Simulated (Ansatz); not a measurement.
The structure below was relaxed with PBE (Ansatz, a quantum-chemistry and plane-wave program; PAW; 420 eV plane waves; spin-orbit coupling left out), at pressure 22.5 GPa.

Space group P-6m2 (No. 187); a = b = 2.8668 Å, c = 2.8059 Å, α = β = 90.00°, γ = 120.00°

```csv
atom,site,symmetry,x,y,z
W,1a,-6m2,0.0000,0.0000,0.0000
C,1d,-6m2,0.3333,0.6667,0.5000
```

Task: Write out a cell with all atoms.

Result: 
```xyz
2
Lattice="2.8668 0.0000 0.0000 -1.4334 2.4827 0.0000 0.0000 0.0000 2.8059" Properties=species:S:1:pos:R:3 pbc="T T T"
W      0.0000     0.0000     0.0000
C      0.0000     1.6551     1.4030
```
This is the conventional cell.

Load acts through the strain it causes; cell and atoms are relaxed under it. Whether these cells are dynamically stable was not tested. Competing high-pressure phases were not computed. The final runs are not spin-polarised. The cell was made from WC (space group P-6m2, No. 187) by this change: pressure 22.5 GPa.
